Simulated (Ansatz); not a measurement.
Start from TiB2 (space group P6/mmm, No. 191; a = 3.017 Å, c = 3.185 Å). Axes: x lies along a and z along c of the hexagonal cell.

Computed with PBEsol (Ansatz, a program for electronic structure), spin-orbit coupling left out.

Base values:

| Property | Value |
|---|---|
| Pressure | 0.0 GPa |
| Shortest interatomic distance | 1.742 Å |
| Band gap | zero |

It is then changed as follows: uniaxial strain ε_xx = +2.50 %, all other strain components held at zero, atoms relaxed at fixed cell.

Task: What does the calculation give for the energy relative to the base, pressure, shortest interatomic distance and band gap after the change?

Result: The energy increases by 11 meV/atom; the pressure (mean of the normal stresses, compression positive) goes from zero to -6.6 GPa; the shortest interatomic distance increases by 0.005 Å to 1.747 Å; the band gap remains zero.

The mesh was chosen for an insulator and is coarse for the gapless case. Without a gap, meshes like the base's 13×13×10 leave anisotropic stresses uncertain by several tenths of a GPa, and small strain energies with them. No phonon test of stability was made. The final runs are not spin-polarised.
